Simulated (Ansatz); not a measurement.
**Quick settings and what they miss: Co₂NiSe₄ (C2/m, 7 atoms in the cell)**

Self-consistent single point.

```xyz
7
Lattice="6.0518 -1.7542 0.0000 6.0518 1.7542 0.0000 -2.9539 0.0000 5.2880" Properties=species:S:1:pos:R:3 pbc="T T T"
Co     2.3311     0.0000     1.4575
Co     6.8186     0.0000     3.8305
Ni     0.0000     0.0000     0.0000
Se     0.2033     0.0000     2.4351
Se     8.9464     0.0000     2.8529
Se     4.3264     0.0000     0.1352
Se     4.8232     0.0000     5.1528
```
Moments meant for the start (each program seeds them in its own way; μB, in the order of the atoms Co Co Ni Se Se Se Se): 0.0 0.0 2.0 0.0 0.0 0.0 0.0.

Level of theory: PBEsol, PAW files made with PBE (plane waves; Ansatz, a first-principles code).

Base settings: basis.ecutwfc = 420 eV; kpoints.mp_grid.grid = 5 5 3; hamiltonian.xc = pbesol; hamiltonian.pseudopotentials = {kind: paw} (the program's default PAW files); magnetization.spin_polarized = true; scf.occupations.method = fermi_dirac; scf.occupations.width = 0.1 eV.

Tight run (finer mesh or higher cutoff; not a proven limit): basis.ecutwfc: 420 eV → 590 eV; kpoints.mp_grid.grid: 5 5 3 → 7 7 5; scf.convergence.dr2_threshold: default (1e-07 eV) → 1e-09 eV. It gave Fermi level (on the code's own zero) 13.14 eV; pressure -1.18 GPa; largest force (vector length) 0.245 eV/Å; size of the cell's spin moment 0.00 μB.

Quick runs, as changes from the base:
- A: the base itself
- B: basis.ecutwfc: 420 eV → 210 eV; kpoints.mp_grid.grid: 5 5 3 → 4 4 4; scf.occupations.method: fermi_dirac → methfessel_paxton; scf.occupations.width: 0.1 eV → 0.2 eV
- C: kpoints.mp_grid.grid: 5 5 3 → 4 4 4; scf.convergence.dr2_threshold: default (1e-07 eV) → 0.0001 eV

Energies are extrapolated to zero smearing width, which holds to low order in the width alone.

The count of work is k-points × plane waves × bands × iterations; it is no time. 

Pressures in the table are Ansatz's without its Pulay estimate, at a fixed set of plane waves; the tight run's value above holds the estimate.

The starting cell comes from a database of computed structures (which also holds hypothetical and non-ambient phases and stackings), without a prior relaxation at this level. Its lattice was rescaled by a random factor within 2.5 % of one. The starting moments vanished: the run ended non-magnetic, which need not be the lowest state. The program warned that a starting moment was not kept. Without a gap this mesh is coarse (it stands for a supercell whose shortest vector is 18 Å).

```
run  energy less tight (meV/atom)  pressure less tight (GPa)  largest miss in a force vector (eV/Å)  count of work / tight
---  ----------------------------  -------------------------  -------------------------------------  ---------------------
A                             0.5                      -0.03                                  0.020                   0.19
B                          5307.1                    -263.51                                  0.466                  0.067
C                             0.7                      -0.09                                  0.031                   0.17
```

Among the runs at the tight run's level, the energy misses run from 0.5 to 5307.1 meV/atom.

Left out of this page: 3 runs of the series outside the window shown, repeating another row's setting, or not comparable.

Keys are those of Ansatz 0.2.
